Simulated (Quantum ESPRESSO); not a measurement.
A self-consistent single point of YbCuPb (P6_3/mmc, 6 atoms in the cell) with Quantum ESPRESSO.

Method of the run: PBEsol, SSSP 1.1.2 efficiency (PBE) pseudopotentials (plane waves; Quantum ESPRESSO).

The change in words: lattice scaled by 0.98. Reference geometry:
```yaml
crystal:
  lattice:
    - [4.82513, 0.00000, 0.00000]
    - [-2.41257, 4.17869, 0.00000]
    - [0.00000, 0.00000, 7.34417]
  atoms:
    - { symbol: Yb, position: [0.00000, 0.00000, 0.50000] }
    - { symbol: Yb, position: [0.00000, 0.00000, 0.00000] }
    - { symbol: Cu, position: [0.66667, 0.33333, 0.25000] }
    - { symbol: Cu, position: [0.33333, 0.66667, 0.75000] }
    - { symbol: Pb, position: [0.66667, 0.33333, 0.75000] }
    - { symbol: Pb, position: [0.33333, 0.66667, 0.25000] }
```

Reference input (self-consistent single point, DFT, PBEsol, plane waves, SSSP 1.1.2 efficiency (PBE) pseudopotentials): ecutwfc = 55 Ry; ecutrho = 440 Ry; occupations = smearing; smearing = fermi-dirac; degauss = 0.0073499 Ry; input_dft = pbesol; K_POINTS = automatic 5 5 3 0 0 0; conv_thr = 1e-09 Ry; mixing_beta = 0.7. This run's input differs from it in these lines:

```diff
@@ -36,5 +36,5 @@
 CELL_PARAMETERS bohr
-   9.11818110     0.00000000     0.00000000
-  -4.55909055     7.89657647     0.00000000
-   0.00000000     0.00000000    13.87846991
+   8.93581691     0.00000000     0.00000000
+  -4.46790846     7.73864445     0.00000000
+   0.00000000     0.00000000    13.60090127
```

Log, with long lists cut:

```
     Self-consistent Calculation

     iteration #  1     ecut=    55.00 Ry     beta= 0.70

     total energy              =   -4520.49708891 Ry
     estimated scf accuracy    <       9.88630266 Ry

     iteration #  2     ecut=    55.00 Ry     beta= 0.70

     total energy              =   -4514.11588871 Ry
     estimated scf accuracy    <     253.27283071 Ry

     iteration #  3     ecut=    55.00 Ry     beta= 0.70

     total energy              =   -4531.17064714 Ry
     estimated scf accuracy    <      10.09234533 Ry

   [... 24 blocks of this kind left out ...]

     iteration # 28     ecut=    55.00 Ry     beta= 0.70

     total energy              =   -4530.90291124 Ry
     estimated scf accuracy    <          1.8E-09 Ry

     iteration # 29     ecut=    55.00 Ry     beta= 0.70
     End of self-consistent calculation

   [... 6 lines left out ...]

   [... 6 lines left out ...]

     the Fermi energy is    13.2704 ev

!    total energy              =   -4530.90291124 Ry
     estimated scf accuracy    <          4.6E-10 Ry
     smearing contrib. (-TS)   =      -0.02151191 Ry
     internal energy E=F+TS    =   -4530.88139933 Ry

     convergence has been achieved in  29 iterations

     Forces acting on atoms (cartesian axes, Ry/au):

     atom    1 type  1   force =     0.00000000    0.00000000   -0.00000000
   [... zero for the other atoms too ...]

     Total force =     0.000000     Total SCF correction =     0.000000

          total   stress  (Ry/bohr**3)                   (kbar)     P=      -43.45
  -0.00031217  -0.00000000   0.00000000          -45.92       -0.00        0.00
  -0.00000000  -0.00031217   0.00000000           -0.00      -45.92        0.00
  -0.00000000  -0.00000000  -0.00026169           -0.00       -0.00      -38.50

   JOB DONE.
```

The run converged in 29 iterations. Against the reference run the free energy falls by 49.4 meV/atom and the pressure goes from -6.77 to -4.34 GPa.

The starting cell comes from a database of computed structures (which also holds hypothetical and non-ambient phases and stackings), without a prior relaxation at this level. Its lattice was rescaled by a random factor within 2.5 % of one. For this run, on top of that: lattice scaled by 0.98. Spin polarisation is off. With a pressure of about -4 GPa the cell is away from its equilibrium volume at this level.

Cost on one core of a shared machine: roughly 7 min.
